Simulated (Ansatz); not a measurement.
MgS (Fm-3m) under hydrostatic pressure: hole conductivity mass by PBEsol with spin-orbit coupling, rigid bands (plane waves, PAW; Ansatz, a first-principles code). The unloaded cell, whose axes the loads refer to:

```cif
data_MgS
_chemical_formula_sum 'Mg1 S1'
_space_group_name_H-M_alt 'P 1'
_space_group_IT_number 1
_cell_length_a 3.66415
_cell_length_b 3.66415
_cell_length_c 3.66415
_cell_angle_alpha 60.000
_cell_angle_beta 60.000
_cell_angle_gamma 60.000
loop_
_space_group_symop_operation_xyz
  'x, y, z'
loop_
_atom_site_label
_atom_site_type_symbol
_atom_site_fract_x
_atom_site_fract_y
_atom_site_fract_z
_atom_site_occupancy
Mg1 Mg 0.00000 0.00000 0.00000 1
S1 S 0.50000 0.50000 0.50000 1
```

| hydrostatic pressure (GPa) | volume per atom (Å³) | hole conductivity mass (mₑ) |
|---|---|---|
| -2 | 17.87 | 1.22 |
| 0 | 17.39 | 1.19 |
| 2 | 16.98 | 1.16 |
| 5 | 16.43 | ? |
| 10 | 15.68 | 1.07 |

### Question
Fit a straight line to ln(hole conductivity mass) against the load over the rows given, and predict the row at 5 GPa.

### Answer
The means are x̄ = 2.500 GPa and ȳ = 0.1472; Σ(x − x̄)(y − ȳ) = -0.8965 and Σ(x − x̄)² = 83.00, so the slope is -1.08 % per GPa, and the rows given lie within 0.42 % of the line. At 5 GPa the line gives 1.13 mₑ; the calculation gives 1.12 mₑ, 0.69 % from it.

Masses are for dilute carriers at 300 K, harmonic means over directions unless an axis is named. Stresses and pressures are the targets of the relaxation. The structure type is held at every load. Geometry: cell and atoms relaxed with PBEsol.
